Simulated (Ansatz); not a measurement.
An Ansatz (a quantum-chemistry and plane-wave program) run: GeSb2Te4 with a change (biaxial strain −0.69 %, plane normal [001], relaxed out of plane); PBE-D3(BJ) (Ansatz; PAW; 420 eV plane waves; no spin-orbit coupling).

Input:

Ansatz 0.2 input:
```yaml
crystal:
  lattice:
    - [4.2186872418, 0, 0]
    - [2.1093436209, 3.6534903221, 0]
    - [2.1093436209, -1.2178301074, 13.4435704457]
  atoms:
    - { symbol: Ge, position: [0, 0, 0] }
    - { symbol: Sb, position: [0.1512626472, 0.4243686764, 0.2731060292] }
    - { symbol: Sb, position: [0.8487373528, 0.5756313236, 0.7268939708] }
    - { symbol: Te, position: [0.7322853034, 0.1338573483, 0.4015720449] }
    - { symbol: Te, position: [0.2677146966, 0.8661426517, 0.5984279551] }
    - { symbol: Te, position: [0.4162805146, 0.2918597427, 0.8755792281] }
    - { symbol: Te, position: [0.5837194854, 0.7081402573, 0.1244207719] }
basis: { ecutwfc: 420, ecutrho_ratio: 4, xc_grid: 2, fft_grid_basis: typed }
kpoints: { mp_grid: { grid: [9, 9, 9] } }
hamiltonian:
  xc: pbe
  dispersion: d3bj
  pseudopotentials: { kind: paw }
scf: { occupations: { method: fermi_dirac, width: 0.05 } }
relax: { f_tol: 0.005, max_steps: 50, cell: { stress_tol: 0.01, fix: [a, b, gamma] } }
output: { forces: true, stress: true }
checkpoint: { write: state.ck, write_every: 1000 }
```

Output (explanatory and most iteration lines left out):

```
Relaxation: its limit of steps is 50 (relax.max_steps)
Pseudopotential: Ge, paw, valence charge 14
Pseudopotential: Sb, paw, valence charge 15
Pseudopotential: Te, paw, valence charge 16
Crystal: 7 atoms, lattice volume = 207.205 Å³
Basis set: ecut = 420 eV, 3999 PW (Γ), exchange–correlation on 60×60×192 points (8 copies of the dense FFT grid, shifted against one another)
Bands: 65, of which v1, the nominal top of the filled ones, is band 54 counted from 1 (53 counted from 0)
Symmetry: 12 space group operations
Space group: R-3m (ITA 166), of the structure as read, at distance tolerance 5.9e-5 Å
k-points: 85 of 729
Functional: x = pbe(κ = 0.804, μ = 0.2195149727645171), c = pbe(β = 0.06672455060314922)
SCF iter   1: F=—  HF=-45187.606806 eV  |F-HF|=—  |Δ(HF+E_count)|=         —  Δρ=1.32e-3  dr2=3.82e-2  ethr=1.77e-3  ⟨swp⟩=7.4  Hψ=21782  notcnv=0  defer=44
SCF iter   2: F=—  HF=-45187.601939 eV  |F-HF|=—  |Δ(HF+E_count)|=   4.87e-3  Δρ=8.65e-4  dr2=2.10e-2  ethr=3.54e-5  ⟨swp⟩=1.9  Hψ=7742  notcnv=0  defer=120
SCF 1 converged in 9 iterations: F = -45187.600737 eV  dr2 = 2.48e-8
relax step   1: F+E_penalty+E_count = -45187.60073694 eV  Δ(F+E_penalty+E_count) = +0.000e0 eV  max|allowed force component| = 3.562e-2 eV/Å  Δτ_max = 0.0000 Å  P = +0.549 GPa  Ω = 207.205 Å³  fix = [a, b, gamma]  reactions: a +0.683, b +0.683 GPa  (9 SCF iters, dr2 threshold 1.00e-7 eV, accepted)
[... steps on the carried basis left out ...]
relax step   3: F+E_penalty+E_count = -45187.60124256 eV  Δ(F+E_penalty+E_count) = -6.428e-4 eV  max|allowed force component| = 4.890e-3 eV/Å  Δτ_max = 0.0047 Å  P = +0.366 GPa  Ω = 207.814 Å³  energy of the carried Pulay correction = -1.087e-4 eV  fix = [a, b, gamma]  reactions: a +0.546, b +0.546 GPa  (6 SCF iters, dr2 threshold 2.06e-7 eV, accepted)
Crystal: 7 atoms, lattice volume = 207.814 Å³
SCF iter   1: F=—  HF=-45187.601146 eV  |F-HF|=—  |Δ(HF+E_count)|=         —  Δρ=8.93e-5  dr2=4.27e-7  ethr=1.89e-7  ⟨swp⟩=3.7  Hψ=37147  notcnv=0
SCF iter   2: F=—  HF=-45187.601282 eV  |F-HF|=—  |Δ(HF+E_count)|=   1.36e-4  Δρ=4.53e-5  dr2=1.38e-7  ethr=3.95e-10  ⟨swp⟩=2.2  Hψ=10099  notcnv=0
SCF 4 converged in 9 iterations: F = -45187.601348 eV  dr2 = 3.77e-13
SCF converged after 9 iterations
Free energy (F): -45187.601348 eV
Internal energy: -45187.600044 eV  (E = F + TS)
E sigma→0 (E₀):  -45187.600696 eV
Entropy (-TS):   -0.001304 eV (-0.186 meV/atom)
Fermi energy:    10.102535 eV
  E_disp       = -3.123058  (pairwise vdW)
--- Forces (eV/Å), atoms counted from 1 ---
  atom   1  Ge     0.00000000    -0.00000000     0.00000000
  atom   2  Sb     0.00000000    -0.00000000     0.00135592
  atom   3  Sb    -0.00000000     0.00000000    -0.00135592
  atom   4  Te    -0.00000000     0.00000000    -0.00486493
  atom   5  Te     0.00000000    -0.00000000     0.00486493
  atom   6  Te     0.00000000    -0.00000000     0.00190403
  atom   7  Te    -0.00000000     0.00000000    -0.00190403
--- Stress (GPa, compression-positive) ---
        0.546062       0.000000       0.000000
        0.000000       0.546062       0.000000
        0.000000       0.000000       0.005205
  P = ⅓ Tr σ = 0.3658 GPa (3.658 kbar)
--- Relaxed structure (3 steps of the walk, 3 accepted, 1 SCFs on fresh bases) ---
  cell:  # Å, volume = 207.8137 Å³
    - [4.218687241846127, 5.687070778905861e-31, -4.587277120465058e-19]
    - [2.1093436209230636, 3.653490322060052, 4.529410558454476e-12]
    - [2.1093436209230636, -1.2178301073700664, 13.483071009963691]
  atoms:
    - { symbol: Ge, position: [-8.265547502011464e-36, -4.392899607894832e-36, 1.4800564118924524e-48] }
    - { symbol: Sb, position: [0.15139061025713269, 0.4243046948714338, 0.2729140846143009] }
    - { symbol: Sb, position: [0.8486093897428669, 0.5756953051285666, 0.7270859153856993] }
    - { symbol: Te, position: [0.732300755780334, 0.13384962210983295, 0.4015488663294988] }
    - { symbol: Te, position: [0.2676992442196656, 0.8661503778901674, 0.5984511336705015] }
    - { symbol: Te, position: [0.41618215737359254, 0.2919089213132037, 0.875726763939611] }
    - { symbol: Te, position: [0.5838178426264072, 0.7080910786867964, 0.12427323606038918] }
```

Spin-orbit coupling, missing from the scalar runs, can matter with Sb and Te. Stability against distortions was not tested. The cell was made from GeSb2Te4 (space group R-3m, No. 166) by this change: biaxial strain −0.69 %, plane normal [001], relaxed out of plane. The D3 term's C6 switches between coordination references near this geometry, which can add small steps to energies.
